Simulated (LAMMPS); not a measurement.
Consider a free-standing liquid film of Cu3Au, 2352 atoms, at 1380 K in molecular dynamics.

Method: classical MD, pair style eam, the elements' _u3.eam files (universal-3 set of Foiles, Baskes and Daw); code LAMMPS.

| Item | Value |
|---|---|
| surface tension | 0.72 ± 0.02 N/m |
| excess potential energy of the surface | 0.96 J/m² |
| number density in the middle | 0.0679 Å⁻³ |
| cost | roughly 4 core-minutes |

Potential: the _u3.eam files of the LAMMPS distribution; the Cu file's header cites Foiles et al, Phys Rev B, 33, 7983 (1986).

Errors shown are sampling errors alone.

| z (Å) | number density (Å⁻³), Au | number density (Å⁻³), Cu |
|---|---|---|
| -26.06 | 0.0000 | 0.0000 |
| -25.06 | 0.0004 | 0.0007 |
| -24.06 | 0.0049 | 0.0080 |
| -23.06 | 0.0186 | 0.0280 |
| -22.05 | 0.0235 | 0.0450 |
| -21.05 | 0.0165 | 0.0529 |
| -20.05 | 0.0148 | 0.0559 |
| -19.05 | 0.0157 | 0.0525 |
| -18.04 | 0.0160 | 0.0524 |
| -17.04 | 0.0165 | 0.0507 |
| -16.04 | 0.0172 | 0.0514 |
| -15.04 | 0.0165 | 0.0510 |
| -14.03 | 0.0171 | 0.0514 |
| -13.03 | 0.0168 | 0.0506 |
| -12.03 | 0.0171 | 0.0513 |
| -11.03 | 0.0175 | 0.0501 |
| -10.02 | 0.0169 | 0.0507 |
| -9.020 | 0.0168 | 0.0510 |
| -8.020 | 0.0168 | 0.0509 |
| -7.020 | 0.0175 | 0.0506 |
| -6.010 | 0.0181 | 0.0486 |
| -5.010 | 0.0171 | 0.0511 |
| -4.010 | 0.0172 | 0.0505 |
| -3.010 | 0.0167 | 0.0512 |
| -2.000 | 0.0167 | 0.0512 |
| -1.000 | 0.0155 | 0.0528 |
| 0.000 | 0.0160 | 0.0522 |
| 1.000 | 0.0165 | 0.0513 |
| 2.000 | 0.0163 | 0.0514 |
| 3.010 | 0.0162 | 0.0526 |
| 4.010 | 0.0158 | 0.0516 |
| 5.010 | 0.0167 | 0.0521 |
| 6.010 | 0.0159 | 0.0511 |
| 7.020 | 0.0161 | 0.0525 |
| 8.020 | 0.0165 | 0.0515 |
| 9.020 | 0.0168 | 0.0508 |
| 10.02 | 0.0179 | 0.0502 |
| 11.03 | 0.0176 | 0.0494 |
| 12.03 | 0.0177 | 0.0505 |
| 13.03 | 0.0171 | 0.0501 |
| 14.03 | 0.0178 | 0.0502 |
| 15.04 | 0.0170 | 0.0507 |
| 16.04 | 0.0157 | 0.0518 |
| 17.04 | 0.0165 | 0.0515 |
| 18.04 | 0.0156 | 0.0533 |
| 19.05 | 0.0131 | 0.0565 |
| 20.05 | 0.0130 | 0.0588 |
| 21.05 | 0.0181 | 0.0513 |
| 22.05 | 0.0195 | 0.0419 |
| 23.06 | 0.0089 | 0.0176 |
| 24.06 | 0.0013 | 0.0031 |
| 25.06 | 0.0001 | 0.0001 |
| 26.06 | 0.0000 | 0.0000 |
